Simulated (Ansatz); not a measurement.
Cost and result by functional for the surface energy of the (010) surface of alpha gallium in its 1x1 cell, outermost plane spacing 1.45 Å in the ideal cut, in Ansatz (plane waves, PAW). Single points on the PBE structure, on one kind of machine; costs are rough ratios of the slab run's core time (references not counted) to the cheapest single point. r2SCAN's cost holds its higher cutoff (500 against 420 eV). Differences are taken against r2SCAN for comparison alone: no measured value is at hand, so the table doesn't rank accuracy.

Slab: 16 atoms, 13.1 Å thick at the start; k 8x8x1, smearing 0.1 eV, dipole-corrected; all atoms relaxed; held to the start's symmetry, so lower structures may exist; no spin, no spin-orbit, no U. These notes are the PBE run's.

| functional | relative cost | surface energy (J/m²) | less r2SCAN (J/m²) |
|---|---|---|---|
| RPBE | 1 | 0.70 | -0.45 |
| PBEsol | 1 | 1.06 | -0.10 |
| LDA | 1 | 1.16 | 0.00 |
| r2SCAN | 2 | 1.15 | 0.00 |
| PBE (the relaxed run's value) | – | 0.84 | -0.31 |

The values span 0.45 J/m², while the single points' costs differ by a factor of roughly 2. Differences are of unrounded values.

Ansatz is a first-principles code.
